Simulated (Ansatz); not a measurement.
# Hypothetical rock salt PdGe: response to strain

The parent structure is PdGe in the rock salt structure (space group Fm-3m, No. 225; a = 5.1283 Å; a hypothetical phase, not in the database extracts checked). Axes: x, y, z lie along the cube axes.

Strains are applied to the cell and any free atomic positions relax; under biaxial strain the out-of-plane vector relaxes too; under stress the whole cell relaxes.

Calculations: PBEsol (Ansatz, a quantum-chemistry and plane-wave program), no spin-orbit coupling.

Notes on the quantities. energy relative to the base: free energy F.

```tsv
variant	shortest interatomic distance	energy relative to the base
base	2.564 Å	0 meV/atom
biaxial strain −1.38 %, plane normal [001], relaxed out of plane	2.529 Å	+4.1 meV/atom
uniaxial strain ε_yy = −0.96 %	2.540 Å	+1.0 meV/atom
uniaxial stress, 0.5 GPa tension along z	2.561 Å	+0.1 meV/atom
uniaxial stress, 8 GPa compression along z	2.452 Å	+17 meV/atom
```

Without a gap, meshes like the base's 16×16×16 leave anisotropic stresses uncertain by several tenths of a GPa, and small strain energies with them. Stability under load was not tested beyond the relaxation. The final runs are not spin-polarised.
